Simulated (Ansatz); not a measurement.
This Ansatz (a program for electronic structure) input is the reference run, WS₂ (space group P6_3/mmc, No. 194; layered, stacked along the Cartesian z axis), computed with PBE-D3(BJ) (Ansatz; PAW; 420 eV plane waves; without spin-orbit coupling):

Ansatz 0.2 input:
```yaml
crystal:
  lattice:
    - [3.1541319495, 0, 0]
    - [-1.5770659748, 2.7315583952, 0]
    - [0, 0, 12.1408349873]
  atoms:
    - { symbol: W, position: [0.6666666667, 0.3333333333, 0.75] }
    - { symbol: W, position: [0.3333333333, 0.6666666667, 0.25] }
    - { symbol: S, position: [0.6666666667, 0.3333333333, 0.3797021761] }
    - { symbol: S, position: [0.3333333333, 0.6666666667, 0.8797021761] }
    - { symbol: S, position: [0.3333333333, 0.6666666667, 0.6202978239] }
    - { symbol: S, position: [0.6666666667, 0.3333333333, 0.1202978239] }
basis: { ecutwfc: 420, ecutrho_ratio: 4, xc_grid: 2, fft_grid_basis: typed }
kpoints: { mp_grid: { grid: [12, 12, 3] } }
hamiltonian:
  xc: pbe
  dispersion: d3bj
  pseudopotentials: { kind: paw }
scf: { occupations: { method: fermi_dirac, width: 0.05 }, convergence: { dr2_threshold: 0.0000000006 } }
output: { forces: true, stress: true }
checkpoint: { write: state.ck, write_every: 1000 }
```

Q: Write the input for this change: uniaxial strain ε_zz = +1.80 %, all other strain components held at zero; the atoms relax in the strained cell.

A: 
Ansatz 0.2 input:
```yaml
crystal:
  lattice:
    - [3.1541319495, 0, 0]
    - [-1.5770659748, 2.7315583952, 0]
    - [0, 0, 12.3593700171]
  atoms:
    - { symbol: W, position: [0.6666666667, 0.3333333333, 0.75] }
    - { symbol: W, position: [0.3333333333, 0.6666666667, 0.25] }
    - { symbol: S, position: [0.6666666667, 0.3333333333, 0.3797021761] }
    - { symbol: S, position: [0.3333333333, 0.6666666667, 0.8797021761] }
    - { symbol: S, position: [0.3333333333, 0.6666666667, 0.6202978239] }
    - { symbol: S, position: [0.6666666667, 0.3333333333, 0.1202978239] }
basis: { ecutwfc: 420, ecutrho_ratio: 4, xc_grid: 2, fft_grid_basis: typed }
kpoints: { mp_grid: { grid: [12, 12, 3] } }
hamiltonian:
  xc: pbe
  dispersion: d3bj
  pseudopotentials: { kind: paw }
scf: { occupations: { method: fermi_dirac, width: 0.05 }, convergence: { dr2_threshold: 0.0000000006 } }
relax: { f_tol: 0.005, max_steps: 50 }
output: { forces: true, stress: true }
checkpoint: { write: state.ck, write_every: 1000 }
```
This is the input that was run.

No phonon test of stability was made.
